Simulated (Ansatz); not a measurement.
Structures of equal composition on the (0001) surface of hcp Ti: a layer of Au in place of the second plane; a layer of Au in place of the third plane. The slabs share one bottom face, and each structure is named by its start. These are constructed structures in small cells; real faces may alloy, dewet or reconstruct in larger ones, and not all known structures of the face are among them. Slabs of about 12 Å with all that they carry, Fermi-Dirac smearing of 0.1 eV. Bottom of the slabs: a bare face, its two planes held. Relaxed from the named starts with such symmetry as they have, on meshes of like density; energies extrapolated to zero smearing; no spin-orbit coupling, no U. Spin-polarised runs, if any, are marked in brackets, and their order is one that fits the cell; the others ran without spin.

Method: PBE (plane waves to 420 eV, PAW; Ansatz, a first-principles code).

**Question.** Rank these by energy per 1x1 cell (lowest first), as PBE gives it.

**Answer.** a layer of Au in place of the third plane (0.000 eV), a layer of Au in place of the second plane (0.230 eV)
